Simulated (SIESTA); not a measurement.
Short convergence ladders for MoTe2 (P3m1, 6 atoms in the cell)

```
CELL_PARAMETERS angstrom
      1.76528    -3.05755     0.00000
      1.76528     3.05755     0.00000
      0.00000     0.00000    14.00188
ATOMIC_POSITIONS crystal
  Te 0.33333 0.66667 0.88257
  Te 0.66667 0.33333 0.37900
  Te 0.66667 0.33333 0.12100
  Te 0.33333 0.66667 0.62100
  Mo 0.33333 0.66667 0.25000
  Mo 0.66667 0.33333 0.75000
```

Base method: SIESTA with LDA PW92, numerical atomic orbitals DZP, PseudoDojo LDA standard norm-conserving potentials (rewritten from UPF to PSML).

Base settings: XC.functional = LDA; XC.authors = PW92; potentials = PseudoDojo LDA standard; PAO.BasisSize = DZP; PAO.EnergyShift = 0.005 Ry; MeshCutoff = 350 Ry; kgrid.MonkhorstPack = 3 3 1; OccupationFunction = FD; ElectronicTemperature = 0.01 eV; MaxSCFIterations = 150.

**The cutoff of the real-space grid**

The second cell is the first with its lattice scaled by 0.98.

The mesh stays at the base's, so the ladder's end is converged at best in this setting alone.

Only quantities that move along the ladder and can be compared are tabulated; the gap is left out on so coarse a mesh.

```csv
MeshCutoff,energy of the compressed cell less the first (meV/atom),largest difference of a force vector from the last step's (eV/Å)
122 Ry (130 Ry used),11.70,0.014
158 Ry (164 Ry used),11.49,0.007
193 Ry (203 Ry used),11.83,0.003
245 Ry (266 Ry used),11.82,0.002
350 Ry (361 Ry used),11.84,0.000
840 Ry (862 Ry used),11.82,0.000
```

Coarsest MeshCutoff that holds the forces within 0.005 eV/Å of the last step, with all finer ones: 193 Ry (203 Ry used); the step before is off by 0.007 eV/Å.

Coarsest MeshCutoff that holds the energy of the compressed cell less the first within 0.2 meV/atom of the last step, with all finer ones: 193 Ry (203 Ry used); the step before is off by 0.32 meV/atom.

**The setting basis size**

Level: DFT, LDA PW92, numerical atomic orbitals TZDP, PseudoDojo LDA standard norm-conserving potentials (rewritten from UPF to PSML).

Moved along: PAO.BasisSize.

The second cell is the first with its lattice scaled by 0.98.

The mesh stays at the base's, so the ladder's end is converged at best in this setting alone.

The sets are ordered by size and need not be nested.

Only quantities that move along the ladder and can be compared are tabulated; the gap is left out on so coarse a mesh.

| basis (functions) | energy of the compressed cell less the first (meV/atom) | pressure (GPa) | largest difference of a force vector from the last step's (eV/Å) |
|---|---|---|---|
| SZ (56) | 64.75 | 2.97 | 1.173 |
| SZP (82) | 21.08 | -1.25 | 0.459 |
| DZ (84) | -8.54 | -4.34 | 0.389 |
| DZP (110) | 11.84 | -2.09 | 0.219 |
| TZP (138) | 1.82 | -3.05 | 0.040 |
| TZDP (164) | -1.77 | -3.33 | 0.000 |

Coarsest basis (functions) that holds the pressure within 0.5 GPa: not settled: the last two steps still differ by 0.28 GPa, over half the tolerance, so the ladder does not show it.

Coarsest basis (functions) that holds the forces within 0.02 eV/Å: not settled: the last two steps still differ by 0.040 eV/Å, over half the tolerance, so the ladder does not show it.

Coarsest basis (functions) that holds the energy of the compressed cell less the first within 2 meV/atom: not settled: the last two steps still differ by 3.6 meV/atom, over half the tolerance, so the ladder does not show it.

On the base run: the starting cell has typed, rounded lattice constants, without a prior relaxation at this level. Its lattice was rescaled by up to half a per cent. One atom was moved a little off its site on purpose. Values carry the incompleteness of an atom-centred basis.
